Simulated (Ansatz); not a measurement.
Consider InP in the zinc blende structure (space group F-43m, No. 216; a = 5.827 Å). Axes: x, y, z lie along the cube axes.

Calculations: DFT with LDA, PAW potentials and a 420 eV plane-wave cutoff in Ansatz (a program for electronic structure), no spin-orbit coupling.

Base values:

```
Property                        Result
-----------------------------  -------
Shortest interatomic distance  2.523 Å
```

Modification: a pure shear with ε_xy = ε_yx = 0.0029, atoms relaxed at fixed cell.

Task: Estimate the effect on the shortest interatomic distance.

Result: The shortest interatomic distance is nearly the same (2.523 Å against 2.522 Å).

Task: What does the calculation give for the stress after the change?

Result: The stress (xx, yy, zz, yz, xz, xy; compression positive) comes out as (0.00, 0.00, 0.00, 0.00, 0.00, -0.27) GPa.

Task: What does the calculation give for the energy relative to the base after the change?

Result: The energy stays essentially unchanged.

The cells carry an imposed strain or load. Stability against distortions was not tested.
